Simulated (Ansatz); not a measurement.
The starting structures come from a database of crystals and need not be the phases stable at ambient conditions.

Data:

```
FeS2
1.0
    3.37770     0.00000     0.00000
    0.00000     5.39653     0.00000
    0.00000     0.00000     4.42562
Fe S
2 4
Cartesian
  1.68885   2.69827   2.21281
  0.00000   0.00000   0.00000
  1.68885   4.73912   1.32587
  1.68885   0.65741   3.09975
  0.00000   3.35567   3.53868
  0.00000   2.04086   0.88694
```

The cell is taken as given; by PBEsol it stands under a pressure of -5.9 GPa.

Transport runs along the normal of the first two printed cell vectors.

The gap is the functional's own. No spin-orbit coupling. Mid-gap values are those at the computed energy nearest the middle.

Task: Estimate the band gap and the smallest decay constant κ at mid-gap that PBEsol in Ansatz (a first-principles code) returns for this system.

Result: Gap 0.82 eV on a 10×6×8 mesh; κ = 0.145 1/Å, at the zone centre.
